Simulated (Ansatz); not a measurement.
A constructed model of the (110) surface of bcc Ta, a cell of two sites (a+b, b-a) surface alloy, Au on one Ta site of the top plane (bottom of the slab: a bare face, its two planes held)

Method: PBE (plane waves to 420 eV, PAW; Ansatz, a quantum-chemistry and plane-wave program).

Slab: 12 atoms, 11.6 Å thick at the start; k 11x8x1, smearing 0.1 eV, dipole-corrected; 4 atoms held, the rest relaxed; start symmetry kept, larger cells not searched; no spin, no spin-orbit, no U. It is one candidate, not shown to be the stable structure of the face.

| Property | Result |
|---|---|
| work function of the top face | 4.34 eV |
| energy released by relaxation | 0.041 eV |
| cost | roughly 15 core-minutes |
